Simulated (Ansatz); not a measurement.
Given:

```
CaRbH3
1.0
    4.47166     0.00000     0.00000
    0.00000     4.47166     0.00000
    0.00000     0.00000     4.47166
Rb Ca H
1 1 3
Direct
  0.00000   0.00000   0.00000
  0.50000   0.50000   0.50000
  0.50000   0.00000   0.50000
  0.00000   0.50000   0.50000
  0.50000   0.50000   0.00000
```

The numbers are results of r2SCAN, rigid bands (plane waves, PAW, scalar-relativistic; Ansatz, a quantum-chemistry and plane-wave program), not measurements. Condition of this run: functional r2SCAN on the same cell. How the cell was made: cell and atoms relaxed with PBEsol.

Question: Predict the electron conductivity mass (n e² τ/σ) at 300 K, by direction if it differs.

Answer: 0.52 mₑ.

Question: Predict the hole conductivity mass (n e² τ/σ) at 300 K, by direction if it differs.

Answer: 2.1 mₑ.

Question: And the band gap?

Answer: 3.75 eV at this level; semilocal functionals usually fall short of the measured gap.

Rigid bands, one relaxation time for all states, no polarons. Spin-orbit coupling is left out; where it splits the top of the valence band it changes the hole mass and lowers the gap by about a third of the splitting. Geometry: cell and atoms relaxed with PBEsol.

Formula and space group known from diffraction (Crystallography Open Database), not checked to be the room-temperature form: RbCaH3 (Pm-3m).
